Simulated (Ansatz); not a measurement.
## MgH2 under a change: Li interstitial (started 1.64 Å from the nearest host atom)

The reference is a 12-atom supercell of MgH2 in the rutile structure (space group P4_2/mnm, No. 136; a = 4.517 Å, c = 3.013 Å) at its relaxed geometry.

One thing is altered: a neutral Li interstitial (started 1.64 Å from the nearest host atom), atoms relaxed at fixed cell, starting from a slightly rattled geometry.

Calculations: Ansatz (a first-principles code) PBE, no SOC. Settings: 6×6×6 k-points, 0.01 eV Fermi–Dirac smearing.

The largest displacement of a host atom from its site in the perfect cell amounts to 0.34 Å and the final site of the added atom amounts to 6 H at 1.84–1.91 Å (octahedral).

Final structure:

```
CELL_PARAMETERS angstrom
      4.51729     0.00000    -3.01286
      0.00000     4.51729    -3.01286
      0.00000     4.51729     3.01286
ATOMIC_POSITIONS crystal
  Mg 0.01338 0.98075 0.99335
  Mg 0.01338 0.48071 0.49339
  Mg 0.43920 0.76258 0.70106
  Mg 0.58713 0.19882 0.28522
  H  0.27628 0.05367 0.26942
  H  0.27626 0.49388 0.82921
  H  0.77513 0.43459 0.70898
  H  0.80564 0.91515 0.22005
  H  0.22190 0.04594 0.76709
  H  0.25196 0.52680 0.27806
  H  0.75012 0.90806 0.71704
  H  0.75012 0.46765 0.15746
  Li 0.01318 0.48100 0.99344
```

Cost of the whole job for the changed cell (relaxation, final SCF and bands): very roughly 9 core-minutes.

The magnetic state is the one reached from the starting moments; the real material's order can differ, and small cells can't hold many antiferromagnetic ones. In so small a cell the defect repeats every few ångströms: this is an ordered compound, not a dilute defect. Seeded moments were not kept for Li interstitial (started 1.64 Å from the nearest host atom). The defect cell is spin-polarised and ends with 0.0 μB.
